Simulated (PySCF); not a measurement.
PySCF 2.14.0, HF/def2-svp, df: Ti(S)(F)(Cl) ([F][Ti](=[S])[Cl]), 4 atoms. The geometry is a generated start, not checked to be a minimum at this level.

- task = energy
- method = hf
- basis = def2-svp
- two-electron scheme = density fitting
- mol.max_memory = 3000 MB
- mf.max_cycle = 100
- mf.init_guess = minao (default)
- mf.conv_tol = 1e-09 (default)
- basis functions = 81

```xyz
4

Ti     0.1495     0.4149     0.3336
S      1.6918    -0.8059    -0.5243
F     -0.7016    -0.5738     1.4629
Cl    -1.1397     0.9648    -1.2722
```

Charge 0 and multiplicity 1 are set for this test and not shown to be the ground state.

With the defaults (mf.DIIS = CDIIS, mf.diis = true, mf.damp = 0, mf.diis_start_cycle = 1, mf.level_shift = 0, mf.diis_space = 8, newton = off) it converges in 22 Fock builds. One run each on 2 threads, 1 BLAS thread, with these changes:
- mf.diis = false
- newton = Hessian by the SCF's own integrals
- mf.diis_space = 20
- mf.diis = false, mf.damp = 0.7, mf.diis_start_cycle = 999
- mf.diis_space = 12
- mf.level_shift = 0.3 Hartree
- mf.DIIS = EDIIS
- mf.level_shift = 1 Hartree
- mf.diis_space = 3

Which of these changes keep the SCF from converging, or lead it to another solution?

No convergence: mf.DIIS = EDIIS; mf.diis = false; mf.diis = false, mf.damp = 0.7, mf.diis_start_cycle = 999 (the run ends without SCF convergence in 100 cycles). The rest reach the solution of the defaults.

| setting | Fock builds | end |
|---|---|---|
| mf.diis_space = 20 | 21 | same solution |
| mf.diis_space = 12 | 21 | same solution |
| the defaults | 22 | same solution |
| mf.level_shift = 0.3 Hartree | 29 | same solution |
| mf.diis_space = 3 | 34 | same solution |
| mf.level_shift = 1 Hartree | 50 | same solution |
| newton = Hessian by the SCF's own integrals | 58 | same solution |
| mf.DIIS = EDIIS | 101 | no convergence |
| mf.diis = false | 101 | no convergence |
| mf.diis = false, mf.damp = 0.7, mf.diis_start_cycle = 999 | 101 | no convergence |

Under newton the count holds the products with the orbital Hessian.
